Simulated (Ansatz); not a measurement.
A (4,4) GaN nanotube has 16 atoms in a period of 3.218 Å, a mean diameter of 7.17 Å, and lies 78 meV/atom over the flat sheet relaxed at the same level.

Level of theory: PBE (plane waves to 420 eV, PAW; Ansatz, a program for electronic structure). Mesh 1×1×10. No spin polarisation. It repeats along c; a and b span vacuum. A hypothetical model, rolled from the flat sheet. Only distortions within the start's symmetry and period were free.

**Question.** Which bending rigidity of the sheet does this imply in the thin-plate picture?

**Answer.** A plate bent to radius R stores D/(2R²) an area. The area an atom is π × 7.17 × 3.218/16 = 4.53 Å², so the stored energy is 0.078/4.53 = 0.0172 eV/Å². With R = 3.585 Å, D = 2R² × 0.0172 = 0.44 eV.
